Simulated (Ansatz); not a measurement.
The parent structure is HgTe in the zinc blende structure (space group F-43m, No. 216).

```yaml
crystal:
  lattice:
    - [0.00000, 3.21750, 3.21750]
    - [3.21750, 0.00000, 3.21750]
    - [3.21750, 3.21750, 0.00000]
  atoms:
    - { symbol: Hg, position: [0.00000, 0.00000, 0.00000] }
    - { symbol: Te, position: [0.25000, 0.25000, 0.25000] }
```

Computed with LDA (Ansatz, a program for electronic structure; PAW; 420 eV plane waves; no spin-orbit coupling).

Before the change:

The pressure comes out as 0.0 GPa.

It is then changed as follows: an isotropic linear strain of +1.50 %, atoms relaxed at fixed cell.

### Question
What happens to the energy relative to the base?

### Answer
The energy goes up by 9.4 meV/atom.

### Question
What does the calculation give for the pressure after the change?

### Answer
The pressure goes from zero to -1.9 GPa.

Stability against distortions was not tested. All final runs are without spin polarisation.
